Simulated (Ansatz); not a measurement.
Base system: Y in the hcp (Mg type) structure (space group P6_3/mmc, No. 194; a = 3.6523 Å, c = 5.7029 Å; relaxed with 0.1 eV smearing). Axes: x lies along a and z along c of the hexagonal cell.

All numbers come from PBE (Ansatz, a first-principles code; PAW; 420 eV plane waves; no spin-orbit coupling).

Perturbation: the cell is stretched by 2.50 % along z with no lateral relaxation, atoms relaxed at fixed cell.

Problem. Predict the new stress.

Solution. The stress (xx, yy, zz, yz, xz, xy; compression positive) is (-0.5, -0.5, -1.8, 0.0, 0.0, 0.0) GPa.

Problem. Predict the new energy relative to the base.

Solution. The energy rises by 4.8 meV/atom.

The cells carry an imposed strain or load. No phonon test of stability was made. All final runs are without spin polarisation.
